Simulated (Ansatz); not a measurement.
The parent structure is Ge (space group I4_1/amd, No. 141; a cell from a computed database, its experimental status unchecked; relaxed with 0.1 eV smearing).

```xyz
2
Lattice="-2.5585 2.5585 1.4026 2.5585 -2.5585 1.4026 2.5585 2.5585 -1.4026" Properties=species:S:1:pos:R:3 pbc="T T T"
Ge     0.0000     0.0000     0.0000
Ge     0.0000     2.5585     0.7013
```

Cartesian axes are those of the cell as printed.

All numbers come from Ansatz (an electronic-structure program) PBEsol, no SOC.

For the base:

```
Item                Value
---------------  --------
Volume per atom  18.36 Å³
```

The change: uniaxial stress, 2 GPa compression along z; all other stress components relax to zero.

Predict the new secant Young's modulus along z.

The secant Young's modulus along z is 120 GPa.

Estimate the effect on the energy relative to the base.

The energy increases by 1.9 meV/atom.

What happens to the volume per atom?

The volume per atom drops by 0.156 Å³ (18.36 Å³ → 18.21 Å³).

Load acts through the strain it causes; cell and atoms are relaxed under it. Beyond what the load breaks, stability against distortions was not tested. The base started in Imma and relaxed to I4_1/amd at this level. This is not the structure that Ge has at room temperature and ambient pressure.
